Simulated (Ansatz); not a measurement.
**Pressure series in ZrO2**

Consider ZrO$_{2}$ (space group P4_2/nmc, No. 137).

```
ZrO2
1.0
    3.62082     0.00000     0.00000
    0.00000     3.62082     0.00000
    0.00000     0.00000     5.28425
Zr O
2 4
Cartesian
  0.00000   0.00000   0.00000
  1.81041   1.81041   2.64213
  0.00000   1.81041   1.01728
  0.00000   1.81041   3.65940
  1.81041   0.00000   1.62485
  1.81041   0.00000   4.26697
```

Cell and atoms are relaxed at each pressure.

Method: PBE, PAW, 420 eV (Ansatz, a first-principles code; no spin-orbit coupling), earlier PAW set.

```
pressure (GPa)  volume per atom (Å³/atom)
--------------  -------------------------
-2                                 11.702
-1                                 11.622
0                                  11.546
0.9                                     ?
2.1                                11.399
4.5                                11.245
9                                  10.989
15                                 10.698
22.5                               10.390
```

**Question.** Fit the third-order Birch–Murnaghan form P(V) = (3B₀/2)[(V₀/V)^(7/3) − (V₀/V)^(5/3)]·[1 + (3/4)(B₀′ − 4)((V₀/V)^(2/3) − 1)] (squares taken in P) to the rows shown and predict the withheld row.

**Answer.** Least squares on the printed values gives V₀ = 11.547 Å³/atom, B₀ = 158 GPa, B₀′ = 5.7; this predicts 11.482 Å³/atom, and the run gives 11.482 Å³/atom, in agreement.

Load acts through the strain it causes; cell and atoms are relaxed under it. Whether these cells are dynamically stable was not tested. No other phases were tried under pressure. This is not the structure that ZrO2 has at room temperature and ambient pressure.
